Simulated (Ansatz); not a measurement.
Start from SrB$_{6}$ (space group Pm-3m, No. 221; a = 4.173 Å).

All numbers come from DFT with PBEsol, PAW potentials and a 420 eV plane-wave cutoff in Ansatz (a program for electronic structure), no spin-orbit coupling.

For the base:

* **Lattice parameter a**: 4.173 Å
* **Band gap**: zero

Modification: full substitution B → In; the structure is relaxed again.

### Question
What does the calculation give for the lattice parameter a and band gap after the change?

### Answer
The lattice parameter a increases by 2.592 Å to 6.765 Å; the band gap stays zero.

No phonon test of stability was made. As relaxed here, SrIn6 is a hypothetical phase, not in the database extracts checked. The final runs are not spin-polarised. Gaps under 0.05 eV, about the width of the smearing, are given as zero. A zero or small gap of SrB6 can be the functional's error rather than a property of the material.
